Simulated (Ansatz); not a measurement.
We look at the formation energy of H_i in Ta (bcc, Im-3m). Reaction: 54 Ta (bcc) + Si4H10 (gas) → cell A + Si4H9 (gas).

Cell A: a supercell of 54 sites of Ta (bcc, Im-3m) with H off the lattice sites (4 Ta at 1.93 Å); spin state with PBE: run without spin, k-point mesh 4×4×4.
```yaml
crystal:
  lattice:
    - [9.96082, 0.00000, 0.00000]
    - [0.00000, 9.96082, 0.00000]
    - [0.00000, 0.00000, 9.96082]
  atoms:
    - { symbol: Ta, position: [0.00047, 0.00027, 0.00000] }
    - { symbol: Ta, position: [0.16668, 0.16676, 0.16621] }
    - { symbol: Ta, position: [0.99918, 0.99895, 0.33292] }
    - { symbol: Ta, position: [0.16297, 0.16078, 0.50000] }
    - { symbol: Ta, position: [0.99918, 0.99895, 0.66708] }
    - { symbol: Ta, position: [0.16668, 0.16676, 0.83379] }
    - { symbol: Ta, position: [0.00013, 0.33333, 0.00000] }
    - { symbol: Ta, position: [0.16668, 0.49990, 0.16621] }
    - { symbol: Ta, position: [0.99785, 0.33333, 0.33220] }
    - { symbol: Ta, position: [0.16297, 0.50589, 0.50000] }
    - { symbol: Ta, position: [0.99785, 0.33333, 0.66780] }
    - { symbol: Ta, position: [0.16668, 0.49990, 0.83379] }
    - { symbol: Ta, position: [0.00047, 0.66640, 0.00000] }
    - { symbol: Ta, position: [0.16693, 0.83333, 0.16645] }
    - { symbol: Ta, position: [0.99918, 0.66771, 0.33292] }
    - { symbol: Ta, position: [0.16601, 0.83333, 0.50000] }
    - { symbol: Ta, position: [0.99918, 0.66771, 0.66708] }
    - { symbol: Ta, position: [0.16693, 0.83333, 0.83355] }
    - { symbol: Ta, position: [0.33307, 0.99978, 0.00000] }
    - { symbol: Ta, position: [0.50082, 0.16626, 0.16562] }
    - { symbol: Ta, position: [0.33332, 0.99954, 0.33343] }
    - { symbol: Ta, position: [0.50215, 0.16553, 0.50000] }
    - { symbol: Ta, position: [0.33332, 0.99954, 0.66657] }
    - { symbol: Ta, position: [0.50082, 0.16626, 0.83438] }
    - { symbol: Ta, position: [0.33399, 0.33333, 0.00000] }
    - { symbol: Ta, position: [0.50082, 0.50041, 0.16562] }
    - { symbol: Ta, position: [0.33703, 0.33333, 0.32745] }
    - { symbol: Ta, position: [0.50215, 0.50114, 0.50000] }
    - { symbol: Ta, position: [0.33703, 0.33333, 0.67255] }
    - { symbol: Ta, position: [0.50082, 0.50041, 0.83438] }
    - { symbol: Ta, position: [0.33307, 0.66688, 0.00000] }
    - { symbol: Ta, position: [0.49953, 0.83333, 0.16693] }
    - { symbol: Ta, position: [0.33332, 0.66712, 0.33343] }
    - { symbol: Ta, position: [0.49987, 0.83333, 0.50000] }
    - { symbol: Ta, position: [0.33332, 0.66712, 0.66657] }
    - { symbol: Ta, position: [0.49953, 0.83333, 0.83307] }
    - { symbol: Ta, position: [0.66669, 0.99973, 0.00000] }
    - { symbol: Ta, position: [0.83335, 0.16689, 0.16647] }
    - { symbol: Ta, position: [0.66665, 0.99981, 0.33356] }
    - { symbol: Ta, position: [0.83312, 0.16640, 0.50000] }
    - { symbol: Ta, position: [0.66665, 0.99981, 0.66644] }
    - { symbol: Ta, position: [0.83335, 0.16689, 0.83353] }
    - { symbol: Ta, position: [0.66768, 0.33333, 0.00000] }
    - { symbol: Ta, position: [0.83335, 0.49978, 0.16647] }
    - { symbol: Ta, position: [0.66688, 0.33333, 0.33307] }
    - { symbol: Ta, position: [0.83312, 0.50026, 0.50000] }
    - { symbol: Ta, position: [0.66688, 0.33333, 0.66693] }
    - { symbol: Ta, position: [0.83335, 0.49978, 0.83353] }
    - { symbol: Ta, position: [0.66669, 0.66694, 0.00000] }
    - { symbol: Ta, position: [0.83331, 0.83333, 0.16639] }
    - { symbol: Ta, position: [0.66665, 0.66686, 0.33356] }
    - { symbol: Ta, position: [0.83232, 0.83333, 0.50000] }
    - { symbol: Ta, position: [0.66665, 0.66686, 0.66644] }
    - { symbol: Ta, position: [0.83331, 0.83333, 0.83361] }
    - { symbol: H, position: [0.25000, 0.33333, 0.50000] }
```

Reference: Ta (bcc, Im-3m), 54 atoms in the cell, the relaxed perfect crystal repeated, atoms not moved again, k-point mesh 4×4×4 on the run's own vectors.

Reference: an isolated Si4H9 molecule (doublet) in a box of 17 × 17 × 16 Å.
```xyz
13

Si    -0.6663     2.1050    -0.6267
Si     0.0984    -0.0922    -0.4333
Si     2.1928    -0.3922     0.5530
Si    -1.5094    -1.7288    -0.0019
H      0.4155     2.9635    -1.1975
H     -1.0735     2.6847     0.6932
H     -1.8506     2.1451    -1.5372
H      3.1749     0.5533    -0.0589
H      2.6587    -1.7934     0.3236
H      2.1672    -0.1458     2.0304
H     -0.9143    -3.0834    -0.2120
H     -2.6643    -1.5549    -0.9342
H     -2.0292    -1.6608     1.4014
```

Reference: an isolated Si4H10 molecule (singlet) in a box of 17 × 16 × 16 Å.
```xyz
14

Si    -0.0098     2.1051    -0.7634
Si     0.0566     0.1806     0.5831
Si     1.9189    -1.1526     0.0588
Si    -1.9387    -1.0467     0.4005
H      1.2459     2.9014    -0.6004
H     -0.1478     1.7300    -2.2049
H     -1.1721     2.9679    -0.3863
H      0.1953     0.6233     2.0117
H      3.1845    -0.3729     0.2259
H      1.8399    -1.6273    -1.3577
H      1.9756    -2.3485     0.9555
H     -1.9019    -2.2421     1.2990
H     -3.1108    -0.2000     0.7836
H     -2.1357    -1.5181    -1.0055
```

Computed with Ansatz (plane waves, PAW), its default PAW set, cutoff 420 eV. The structures are at rest with PBE, within the held lattices. Neutral cells; Fermi-Dirac smearing of at most 0.10 eV in the solids, energies taken to zero width. Larger cells are relaxed from a start prepared with the learned potential CHGNet, on a coarser mesh till forces fall under 0.03 eV/Å, which some starts already meet. A dispersion term (D3(BJ), or D4 for r2SCAN) was computed beside these levels and is taken off wherever the name lacks it. Space groups of crystals are read within 0.01 Å. No zero-point or thermal terms. Cells are local rest points, mostly with their start's symmetry. The runs are scalar-relativistic, without spin-orbit coupling. No correction for cell size. Mesh and cell size may move defect energies by 0.1 eV or more. Cell A has symmetry P-4m2 within 0.02 Å and got no random move, so less symmetric positions, which may lie lower, weren't tried.

Give the value at the level PBE.

0.93 eV, for 54 Ta (bcc) + Si4H10 (gas) → cell A + Si4H9 (gas).

Ansatz is a program for electronic structure.
